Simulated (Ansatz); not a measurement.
TaN (model structure, started from the NbAs type, I4₁md, No. 109, 4 atoms in the cell) was calculated with LDA in Ansatz (plane waves, PAW).

Run with plane-wave cutoff 520 eV, 18×18×18 k mesh, Fermi–Dirac smearing 0.01 eV, scalar-relativistic PAW data made under PBE.

Cell (relaxed at this level):

Space group I4₁md (No. 109); a = b = 2.870 Å, c = 10.136 Å, α = β = γ = 90.00°

```
atom  site  symmetry       x       y       z
----  ----  --------  ------  ------  ------
Ta      4a      2mm.  0.0000  0.0000  0.2489
N       4a      2mm.  0.0000  0.0000  0.6671
```
(The calculation used a cell of 4 atoms; values per cell refer to that cell.)

Q: Give the computed band gap, smallest direct gap on the k points sampled and direct gap at Γ.

A: 
- band gap: 0.54 eV
- smallest direct gap on the k points sampled: 0.84 eV
- direct gap at Γ: 5.11 eV

Note: the relaxation could raise the start's symmetry but not lower it, so the cell can be a saddle point.

Spin–orbit coupling is not included.

Computed values are for the static lattice.

The result took around 40 core-seconds (rough).

A model structure was made by putting elements into a prototype or built by hand; it is no filed structure, need not be a known phase, and can be a saddle point held by its symmetry.

Ansatz is an electronic-structure program.
